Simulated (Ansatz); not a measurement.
**MoSi2: energy against strain**

MoSi2 (MoSi2 type, I4/mmm, 13.061 Å³/atom and stress up to 0.01 GPa in the relaxed cell, c along z) under a strain ε along c (axis z), the other axes held. LDA in Ansatz, a plane-wave DFT program (PAW, default set), 420 eV, 25×25×25 Γ-centred mesh, Fermi-Dirac smearing 0.10 eV; ions are relaxed, or left where forces stay under 0.02 eV/Å, within the symmetry of each cell.

Here s stands for strain and y for E less E0.

| strain (%) | E less E0 (meV/atom) |
|---|---|
| -1.50 | 4.98 |
| -1.00 | 2.15 |
| -0.50 | 0.50 |
| 0.00 | 0.00 |
| 0.50 | 0.59 |
| 1.00 | 2.22 |
| 1.50 | 4.85 |
| 3.00 | ? |

Question: Using a parabola, estimate the missing y at s = 3.00 from the other rows, showing the fit.

Answer: Least squares gives y = 0.000 - 0.0114·s + 2.1848·s². Residuals (row less fit): 0.047, -0.046, -0.052, 0.000, 0.049, 0.047, -0.049; standard error 0.059 (degrees of freedom: 4). Twice the quadratic coefficient over the volume, 2 × 2.1848 meV × 10⁴ × 0.1602 / 13.061 Å³, is the elastic constant C33 = about 540 GPa. At the withheld row, y = 0.000 - 0.0114 × 3.0 + 2.1848 × 3.0² = 19.629 meV/atom. The calculation gives 18.23 meV/atom, 1.399 meV/atom below the prediction (7.7 % of the range of y in the table). The row lies outside the fitted rows, so this is an extrapolation. From the scatter of the fitted rows alone, a prediction at this place has a standard error of 0.227 meV/atom, so the miss is 6.2 times that.

A polynomial of degree 3 through the 12 other runs of the series gives 18.20 there, so most of the miss is curvature that the fit leaves out. In a metal these values are sensitive to mesh and smearing; energies are taken to zero smearing, stresses follow the free energy. Rows are the converged runs of the series near zero and its far end; series whose fitted rows scatter by over a few per cent of the range, as at a crossing or softening among them, aren't shown in this form, nor equations of state whose B0' disagrees with the runs' pressures. Most that stay on the fit to the last digits aren't either.
